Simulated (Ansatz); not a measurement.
# Mg3Sb2: pressure 4.2 GPa

Base system: Mg3Sb2 (space group P-3m1, No. 164; a = 4.5669 Å, c = 7.2470 Å).

It is then changed as follows: a hydrostatic pressure of 4.2 GPa.

Method: DFT with r2SCAN, PAW potentials and a 500 eV plane-wave cutoff in Ansatz (an electronic-structure program), no spin-orbit coupling. k-mesh 12×12×7 (Γ-centred); smearing 0.05 eV (Fermi–Dirac).

Density: 4.34 g/cm³ (base 4.01 g/cm³)
Lattice parameter a: 445.7 pm (base 456.7 pm)
c/a ratio: 1.579 (base 1.587)
Shortest interatomic distance: 276.2 pm (base 281.9 pm)
Enthalpy H = E + PV relative to the base's energy: +0.66 eV/atom
Band gap: 0.48 eV (base 0.61 eV)
Gap character: indirect, Γ → K (base indirect, Γ → K)
Mean gap deformation potential ΔEg/Δln V: +1.6 eV
Width of the top valence band: 2.88 eV (base 2.59 eV)
Electron mass: 0.21 mₑ along c, 0.35 mₑ across (at K) (base 0.21 mₑ along c, 0.36 mₑ across (at K))
Hole mass: 0.091 mₑ along c, 0.93 mₑ across (at Γ) (base 0.085 mₑ along c, 1.1 mₑ across (at Γ))
Valence-band top at Γ (three highest levels, from the VBM): 0.00, -0.50, -0.50 eV (base 0.00, -0.41, -0.41 eV)

With Sb present, leaving out spin-orbit coupling can change the band edges. Load acts through the strain it causes; cell and atoms are relaxed under it. Masses are band curvatures over ±0.01 Å⁻¹ around the edge. Stability against distortions was not tested.
